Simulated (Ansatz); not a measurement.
Consider CdTe in the zinc blende structure (space group F-43m, No. 216; a = 6.5576 Å). Axes: x, y, z lie along the cube axes.

Computed with r2SCAN/PAW in Ansatz (a first-principles code), no SOC.

Strains are applied to the cell and any free atomic positions relax; under biaxial strain the out-of-plane vector relaxes too.

One change was made to it. Results:

```tsv
quantity	base	after
energy relative to the base (free energy F)	0 meV/atom	+1.1 meV/atom
band gap	1.17 eV	1.10 eV
```

Problem. What was done to the base?
A) isotropic strain −1.14 %
B) tensor shear ε_xz = −1.12 %
C) biaxial strain −4.30 %, plane normal [001], relaxed out of plane

Solution. B, tensor shear ε_xz = −1.12 %. For comparison, the energy relative to the base in the other runs: biaxial strain −4.30 %, plane normal [001], relaxed out of plane gives +18 meV/atom; isotropic strain −1.14 % gives +5.4 meV/atom.

With Te present, leaving out spin-orbit coupling can change the band edges. No phonon test of stability was made.
